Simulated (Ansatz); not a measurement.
Response to strain in KF

The reference is KF in the rock salt structure (space group Fm-3m, No. 225).

```
CELL_PARAMETERS angstrom
      0.00000     2.71037     2.71037
      2.71037     0.00000     2.71037
      2.71037     2.71037     0.00000
ATOMIC_POSITIONS crystal
  K  0.00000 0.00000 0.00000
  F  0.50000 0.50000 0.50000
```

Strains are applied to the cell and any free atomic positions relax.

Computed with PBE (Ansatz, a quantum-chemistry and plane-wave program, PAW, no spin-orbit coupling).

Candidates:
(a) isotropic strain −2.00 %
(b) isotropic strain −1.50 %
(c) isotropic strain +1.50 %

Base values:

```
Property    Value
--------  -------
Band gap  5.96 eV
```

Task: Order them by band gap, lowest first.

Result: (c) isotropic strain +1.50 % (5.74 eV), (b) isotropic strain −1.50 % (6.19 eV), (a) isotropic strain −2.00 % (6.28 eV)

Whether these cells are dynamically stable was not tested.
